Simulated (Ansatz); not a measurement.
The parent structure is Au in the diamond structure (space group Fd-3m, No. 227; a = 6.162 Å; a hypothetical phase, not in the database extracts checked).

(Cell as relaxed with PBE.)

Levels (all Ansatz, a first-principles code, PAW): PBE (420 eV, no spin-orbit coupling); PBEsol (420 eV, no spin-orbit coupling).

Each level relaxes its own structure.

| base | PBE | PBEsol |
|---|---|---|
| volume per atom | 29.24 Å³ | 27.34 Å³ |
| lattice parameter a | 11.644 bohr | 11.386 bohr |
| band gap | zero | zero |

One thing is altered: a hydrostatic pressure of 7.5 GPa.

```
quantity                              PBE  PBEsol
-----------------------------  ----------  ------
band gap                             zero     ___
shortest interatomic distance  4.870 bohr     ___
```

Given the PBE results, estimate those of PBEsol.


- band gap, PBEsol: zero
- shortest interatomic distance, PBEsol: 4.792 bohr

PBE's shortest interatomic distance lies 0.0771 bohr above PBEsol's (1.6 %); the two agree on the band gap. Neither level is exact; PBEsol is the comparison here, not a measurement.

Load acts through the strain it causes; cell and atoms are relaxed under it. Stability against distortions was not tested. Competing high-pressure phases were not computed.
